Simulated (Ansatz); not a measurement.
The reference is ZnSe in the zinc blende structure (space group F-43m, No. 216; a = 5.666 Å). Axes: x, y, z lie along the cube axes.

Method: r2SCAN in Ansatz (plane waves to 500 eV, PAW, scalar-relativistic without spin-orbit coupling), earlier PAW set.

One thing is altered: the cell is compressed by 1.76 % along y with no lateral relaxation, atoms relaxed at fixed cell.

Problem. Predict the stress tensor and what it implies for the stiffness.

Solution. Stress of the strained cell less that of the base (GPa, compression positive):
```
   0.99    0.00    0.00
   0.00    1.62    0.00
   0.00    0.00    0.99
```

Then −Δσ_ii/ε with ε = -0.0176 gives secant stiffness values (nonlinear terms included at this strain): C22 ≈ 92 GPa, C12 ≈ 56 GPa and C23 ≈ 56 GPa.

Stability against distortions was not tested.

Ansatz is an electronic-structure program.
